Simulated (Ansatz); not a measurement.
**CdSiN2 (model structure, started from the AgBiO2 type, R-3m, No. 166, 4 atoms in the cell)**

Level of theory: r²SCAN in Ansatz (plane waves, PAW).

Settings: plane-wave cutoff 560 eV, 22×22×22 k mesh, Fermi–Dirac smearing 0.05 eV, scalar-relativistic PAW data made under PBE.

Cell (relaxed with PBE-D3(BJ)):

```
CdN2Si
1.0
    1.45322     0.83902     5.98585
   -1.45322     0.83902     5.98585
    0.00000    -1.67803     5.98585
Cd Si N
1 1 2
Cartesian
  0.00000   0.00000   8.97878
  0.00000   0.00000   0.00000
  0.00000   0.00000  11.03687
  0.00000   0.00000   6.92069
```

- band gap = 0.25 eV (on the SCF k mesh)
- direct gap at Γ = 1.55 eV

Note: the relaxation could raise the start's symmetry but not lower it, so the cell can be a saddle point; cell and atoms aren't relaxed at this level (largest force component 0.02 eV/Å, pressure -0.2 GPa).

Spin–orbit coupling is not included.

Static lattice: no zero-point or thermal effects.

A model structure was made by putting elements into a prototype or built by hand; it is no filed structure, need not be a known phase, and can be a saddle point held by its symmetry.

Ansatz is a program for electronic structure.
